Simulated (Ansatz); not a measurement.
The decay constant κ of evanescent states in the gap governs leakage through a thin film.

```xyz
10
Lattice="5.1309 0.0000 0.0000 2.5654 4.4435 0.0000 2.5654 1.4812 4.6295" Properties=species:S:1:pos:R:3 pbc="T T T"
Li     2.5654     1.4812     0.7298
Li     7.6963     4.4435     3.0446
Nb     7.6963     4.4435     0.0114
Nb     5.1309     2.9623     2.3262
O      6.7059     2.8209     3.7632
O      4.2209     1.6689     3.7632
O      4.4658     4.3970     3.7632
O      6.1212     4.3021     1.4484
O      3.4754     3.1501     1.4484
O      5.7960     1.4347     1.4484
```

The cell was relaxed by PBE-D3(BJ); by r2SCAN it stands under a pressure of -0.7 GPa.

Transport runs along the normal of the first two printed cell vectors, the (001) plane of the conventional cell.

The gap is the functional's own. No spin-orbit coupling. Mid-gap values are those at the computed energy nearest the middle.

**Question.** Estimate the band gap and the smallest decay constant κ at mid-gap that r2SCAN (Ansatz, a program for electronic structure) returns for this system.

**Answer.** Gap 3.97 eV on a 8×8×8 mesh; κ = 0.431 1/Å, at (0.417, 0.167) of the in-plane reciprocal vectors. At the zone centre the slowest state has κ = 0.51 1/Å.
